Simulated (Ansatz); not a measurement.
Consider SrO in the rock salt structure (space group Fm-3m, No. 225; a = 5.122 Å).

Calculations: DFT with PBEsol, PAW potentials and a 420 eV plane-wave cutoff in Ansatz (a first-principles code), no spin-orbit coupling.

Carriers are added at fixed cell with a uniform background; the Fermi–Dirac width is that of 300 K.

One change was made to it. Results:

The gap between the host's bands falls by 0.03 eV, from 3.20 eV to 3.17 eV; the Fermi level relative to the doped band's edge (positive inside the band; to 0.05 eV) is +0.85 eV; the gap character is still indirect, Γ → X.

Q: Name the change that was made.
A. electrons 5.0×10^21 cm⁻³
B. holes 7.0×10^20 cm⁻³
C. holes 5.0×10^21 cm⁻³
D. electrons 3.0×10^21 cm⁻³
E. electrons 2.0×10^21 cm⁻³

A: A, electrons 5.0×10^21 cm⁻³. For comparison, the Fermi level from band edge in the other runs: electrons 2.0×10^21 cm⁻³ gives +0.45 eV; holes 7.0×10^20 cm⁻³ gives +0.05 eV; electrons 3.0×10^21 cm⁻³ gives +0.60 eV; holes 5.0×10^21 cm⁻³ gives +0.10 eV.

Charged cell with a jellium background: band edges are those of the host's band count, energies are not comparable with the neutral cell, and many-body gap narrowing is missing. Whether these cells are dynamically stable was not tested.
